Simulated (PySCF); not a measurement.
PySCF 2.14.0, unrestricted HF/def2-svpd, df: Sn(F)2 triplet ([F][Sn][F]), charge 0, multiplicity 3, 3 atoms. The geometry is a generated start, not checked to be a minimum at this level.

```yaml
task: energy
method: hf
basis: def2-svpd
two_electron_scheme: density fitting
mol.max_memory: 3000 MB
mf.max_cycle: 100
mf.DIIS: CDIIS (default)
mf.conv_tol: 1e-09 (default)
effective_core_potentials: those of the basis set, past Kr
basis_functions: 78
```

```xyz
3

Sn     0.0601    -0.0392     0.8582
F      0.7874     1.4305    -0.4224
F     -0.8475    -1.3913    -0.4358
```

Charge 0 and multiplicity 3 are set for this test and not shown to be the ground state.

With the defaults (mf.init_guess = minao, mf.diis = true, mf.damp = 0, mf.diis_start_cycle = 1, newton = off, mf.diis_damp = 0, mf.diis_space = 8, mf.level_shift = 0) it converges in 17 Fock builds. One run each on 2 threads, 1 BLAS thread, with these changes:…
- newton = Hessian by the SCF's own integrals
- mf.diis = false
- mf.diis_space = 12
- mf.diis_damp = 0.3
- mf.init_guess = 1e
- mf.init_guess = atom
- mf.diis = false, mf.damp = 0.7, mf.diis_start_cycle = 999
- mf.level_shift = 0.1 Hartree
- mf.level_shift = 0.3 Hartree

**Question.** Name the settings that don't reach the solution of the defaults.

**Answer.** No convergence: mf.diis = false, mf.damp = 0.7, mf.diis_start_cycle = 999 (the run ends without SCF convergence in 100 cycles). Another solution: mf.init_guess = 1e (2400 meV higher, <S²> 2.04 against 2.02). The rest reach the solution of the defaults.

| setting | Fock builds | end |
|---|---|---|
| mf.init_guess = atom | 16 | same solution |
| the defaults | 17 | same solution |
| mf.diis_space = 12 | 17 | same solution |
| mf.diis_damp = 0.3 | 18 | same solution |
| mf.level_shift = 0.1 Hartree | 18 | same solution |
| mf.level_shift = 0.3 Hartree | 21 | same solution |
| mf.diis = false | 40 | same solution |
| newton = Hessian by the SCF's own integrals | 41 | same solution |
| mf.init_guess = 1e | 27 | other solution, 2400 meV higher, <S²> 2.04 against 2.02 |
| mf.diis = false, mf.damp = 0.7, mf.diis_start_cycle = 999 | 101 | no convergence |

Under newton the count holds the products with the orbital Hessian.
